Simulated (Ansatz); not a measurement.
A computed series for SnSe2: pressure series

Consider SnSe2 in the CdI2 type structure (space group P-3m1, No. 164; a = 3.840 Å, c = 6.006 Å; layered, stacked along the Cartesian z axis).

Cell and atoms are relaxed at each pressure.

Level of theory: Kohn–Sham DFT with the PBE-D3(BJ) functional, run in Ansatz (a program for electronic structure) with PAW and 420 eV plane waves, no spin-orbit coupling.

### Question
Only one of these keeps a band gap. Which?
A) pressure 15 GPa
B) pressure 75 GPa
C) pressure 100 GPa
D) pressure 7 GPa
E) pressure −1 GPa

### Answer
E, pressure −1 GPa. Computed: pressure 7 GPa: zero; pressure 100 GPa: zero; pressure 15 GPa: zero; pressure −1 GPa: 0.60 eV; pressure 75 GPa: zero

The mesh was chosen for an insulator and is coarse for the gapless case. From pressure 100 GPa on, the axis ratios lie over 15 % from the base's, so the cell there is far from its starting form. Load acts through the strain it causes; cell and atoms are relaxed under it. No phonon test of stability was made. No other phases were tried under pressure. All final runs are without spin polarisation. The zero or small gap of SnSe2 under pressure 7 GPa can change with the level of theory.
